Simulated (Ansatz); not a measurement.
# Smallest direct gap on the k points sampled of La2SiO5 (C2/c, No. 15; start mp-752717) at several levels of theory

No measured value is used here.

```csv
level (code),value (eV)
LDA (Ansatz),4.49
PBEsol (Ansatz),4.59
r²SCAN (Ansatz),5.19
HSE06 (Ansatz),[?]
```

Fill in the missing entries.


- HSE06 (Ansatz, a quantum-chemistry and plane-wave program), value (eV): 6.34

Computed values are for a static lattice. Levels without +SOC have no spin–orbit coupling; where heavier elements are present it shifts gaps, mostly down, and can invert bands.  Values are at the PBEsol cell. Cutoffs and k meshes differ between the levels. Ansatz's density-functional and Hartree–Fock values are scalar-relativistic unless marked +SOC, with PAW data made under PBE.

A start named mp-… is a Materials Project structure, which can be a computed phase never made.
